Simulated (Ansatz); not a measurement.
Reference: LiF (Fm-3m), PBEsol, rigid bands (plane waves, PAW, scalar-relativistic; Ansatz, an electronic-structure program); geometry: cell and atoms relaxed with PBEsol.

LiF is taken in the cubic space group Fm-3m (No. 225), the rock salt structure, Pearson symbol cF8. Conventional cell: a = b = c = 4.0077 Å, α = β = γ = 90.00°. Li on 4a has 6 F at 2.004 Å (octahedral). F on 4b is coordinated by 6 Li at 2.004 Å (octahedral). (Neighbours: up to the widest gap in distance over summed covalent radii, below 1.35, at either atom; cation-cation and far metal-metal contacts left out.)
(The calculation used a cell of 2 atoms; values per cell refer to that cell.)

- band gap: 9.05 eV
- electron conductivity mass: 0.90 mₑ
- Seebeck coefficient, n-type 1e19 cm⁻³: -283 μV/K

Task: Swap Li for Na, keeping the structure type. How do these values move?

Result: NaF (Fm-3m): volume per atom 8.0 to 12.4 Å³; band gap falls (9.05 eV to 6.20 eV); electron conductivity mass falls (0.90 mₑ to 0.57 mₑ); Seebeck coefficient, n-type 1e19 cm⁻³ falls in size (-283 μV/K to -227 μV/K).

Task: Replace Li by K on the same sites and relax. What happens?

Result: KF (Fm-3m): volume per atom 8.0 to 18.7 Å³; band gap falls (9.05 eV to 6.15 eV); electron conductivity mass falls (0.90 mₑ to 0.55 mₑ); Seebeck coefficient, n-type 1e19 cm⁻³ falls in size (-283 μV/K to -223 μV/K).

Task: Replace F by Br on the same sites and relax. What happens?

Result: LiBr (Fm-3m): volume per atom 8.0 to 19.8 Å³; band gap falls (9.05 eV to 4.98 eV); electron conductivity mass falls (0.90 mₑ to 0.35 mₑ); Seebeck coefficient, n-type 1e19 cm⁻³ falls in size (-283 μV/K to -171 μV/K).

Moves up to 5 % count as about the same. Masses are for dilute carriers at 300 K, harmonic means over directions unless an axis is named. Seebeck coefficients are for the stated density at 300 K, with one relaxation time for all states and whether or not that doping can be reached. Spin-orbit coupling is left out.
